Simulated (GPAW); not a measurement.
Worked example: self-consistent single point of CdF₂ (Fm-3m, 3 atoms in the cell) in GPAW.

Method of the run: LDA (Perdew-Wang 92), GPAW PAW datasets LDA (gpaw-data 1.0.1) (plane waves; GPAW 25.7.0).

```xyz
3
Lattice="0.0000 2.6919 2.6919 2.6919 0.0000 2.6919 2.6919 2.6919 0.0000" Properties=species:S:1:pos:R:3 pbc="T T T"
Cd     0.0000     0.0000     0.0000
F      1.3459     1.3459     1.3459
F      4.0378     4.0378     4.0378
```

Reference input (self-consistent single point, DFT PBE, plane waves, GPAW PAW datasets PBE (gpaw-data 1.0.1)): mode = pw; ecut = 950 eV; xc = PBE; kpts = 7 7 7; mesh shift (steps) = 0 0 0; occupations.name = fermi-dirac; occupations.width = 0 eV; nbands = -6; convergence.forces = 0.001 eV/Å; convergence.bands = -4; symmetry.symmorphic = false; symmetry.tolerance = 0.0005. This run's input differs from it in these lines:

```diff
@@ -14,3 +14,3 @@
 calc = GPAW(mode=PW(950),
-            xc='PBE',
+            xc='LDA',
             kpts=(7, 7, 7),
```

Its files differ too (potentials: GPAW PAW datasets LDA (gpaw-data 1.0.1)).

The program printed (abridged):

```
     iter     time        total  log10-change:
                         energy   eigst   dens  force
iter:   1 --:--:--   -14.471928   +0.10
iter:   2 --:--:--   -14.101535   -1.46  -1.13
iter:   3 --:--:--   -13.075914   -0.50  -1.18
iter:   4 --:--:--   -13.028221   -1.87  -1.47
iter:   5 --:--:--   -12.999609   -2.03  -1.71
iter:   6 --:--:--   -12.998436   -2.64  -2.66
iter:   7 --:--:--   -13.000143c  -3.48  -2.56
iter:   8 --:--:--   -12.997403c  -2.77  -2.54
iter:   9 --:--:--   -12.997450c  -4.84  -3.12
iter:  10 --:--:--   -12.997166c  -4.46  -3.08
iter:  11 --:--:--   -12.997133c  -4.69  -3.54
iter:  12 --:--:--   -12.997132c  -6.82  -4.48c
iter:  13 --:--:--   -12.997132c  -7.64c -4.66c
iter:  14 --:--:--   -12.997132c  -6.79  -4.73c
iter:  15 --:--:--   -12.997132c  -6.79  -4.54c
iter:  16 --:--:--   -12.997132c  -8.74c -4.99c -16.92c
Converged after 16 iterations.

Dipole moment: (0.000000, 0.000000, 0.000000) |e|*Ang

Energy contributions relative to reference atoms: (reference = -157433.884236)

Kinetic:        +27.852836
Potential:      -24.745098
External:        +0.000000
XC:             -16.008092
Entropy (-ST):   +0.000000
Local:           -0.096777
SIC:             +0.000000
--------------------------
Free energy:    -12.997132
Extrapolated:   -12.997132

Showing only first 2 kpts
 Kpt  Band  Eigenvalues  Occupancy
  0    11      1.02033    2.00000
  0    12      1.02033    2.00000
  0    13      4.25204    0.00000
  0    14     13.73940    0.00000

  1    11      1.03901    2.00000
  1    12      1.03901    2.00000
  1    13      5.19030    0.00000
  1    14     12.69900    0.00000

Fermi level: 2.83018

Gap: 2.844 eV
Transition (v -> c):
   [... lines left out ...]
Direct gap: 3.232 eV
Transition at: (s=0, k=0, n=12, [0.00, 0.00, 0.00])
Energy (eV): -12.997132

Forces in eV/Ang:
  0 Cd    0.00000   -0.00000    0.00000
  1 F    -0.00000   -0.00000    0.00000
  2 F     0.00000   -0.00000   -0.00000

Stress tensor:
     0.044450     0.000000    -0.000000
     0.000000     0.044450    -0.000000
    -0.000000    -0.000000     0.044450
Stress (GPa, Voigt): [ 7.1217  7.1217  7.1217 -0.     -0.      0.    ]
```

The run converged in 16 iterations. GPAW prints stress with tension positive. Against the reference run the gap on the mesh goes from 3.137 to 2.844 eV.

At such cutoffs GPAW's stress carries a finite-basis (Pulay) error, which enters relaxed cells too; its log prints stress with tension positive.

The starting cell comes from a database of computed structures (which also holds hypothetical and non-ambient phases and stackings), without a prior relaxation at this level. Its lattice was rescaled by a random factor within 2.5 % of one.
